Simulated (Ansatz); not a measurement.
Levels about the gap of amorphous Al$_{28}$O$_{43}$K$_{2}$ (73 atoms in a cell of 831 Å³, 3.04 g/cm³; zone centre alone, so wide bands show as single levels with stretches between that a denser mesh fills), at the geometry that PBE relaxed, where it gives 0.1 GPa on a denser mesh. The participation number counts the atoms over which a state spreads; weights are charges in smoothed Voronoi cells. The levels come from a single point, so bond lengths are those of that geometry. Method of the levels: PBE, scalar-relativistic without spin-orbit coupling (Ansatz, an electronic-structure program). Sampling: the zone centre alone; Fermi-Dirac width 0.02 eV; no spin polarisation. At PBE the levels at the filled edge of the gap are localised (band-tail or defect states), and the nearest spread-out levels lie 3.8 eV apart at the zone centre.

Preparation: random packing, a CHGNet melt and quench, and a DFT relaxation. O atoms were pushed apart under 1.9 Å during the dynamics, to hinder bonds among them. The hot cell started wider than the set density and was brought back towards it in steps. It is the lowest in DFT energy of 2 quenches. It is a model cell: composition and starting density were chosen by hand, and all elements were melted together. No dispersion term was used. Its density started from a set value of 3.04 and ended at 3.04 g/cm³. The simulated quench (nominally 340 K/ps over its main leg) is rapid and tends to freeze in more defects than a deposited or slowly cooled glass has. Values belong to this one cell and scatter from quench to quench. Volume and shape were free in the relaxation.

```
E - E(highest filled), eV  filling  participation number        largest on  weight O  weight Al  weight K
-------------------------  -------  --------------------  ----------------  --------  ---------  --------
-0.43                       filled                  12.1   O, 3 neighbours      0.95       0.05      0.00
-0.39                       filled                  16.4   O, 3 neighbours      0.95       0.05      0.00
-0.38                       filled                  14.0   O, 3 neighbours      0.95       0.05      0.00
-0.34                       filled                  23.9   O, 3 neighbours      0.95       0.05      0.00
-0.26                       filled                  16.0   O, 4 neighbours      0.95       0.04      0.00
-0.17                       filled                   9.0   O, 4 neighbours      0.96       0.04      0.00
0.00                        filled                   8.1   O, 3 neighbours      0.96       0.04      0.00
3.50                         empty                  64.1   O, 3 neighbours      0.58       0.38      0.04
5.53                         empty                  34.2   O, 3 neighbours      0.59       0.36      0.05
5.63                         empty                  32.6  Al, 4 neighbours      0.63       0.34      0.02
5.86                         empty                  45.7   O, 3 neighbours      0.58       0.40      0.02
6.02                         empty                  30.6   K, 7 neighbours      0.56       0.26      0.18
6.18                         empty                  42.6  Al, 5 neighbours      0.58       0.38      0.04
6.20                         empty                  51.0  Al, 5 neighbours      0.62       0.36      0.02
```

Most localised among these is the filled level at +0.00 eV, on a O atom, which has 3 neighbours (Al 1.81 Å, Al 1.86 Å, Al 1.91 Å).
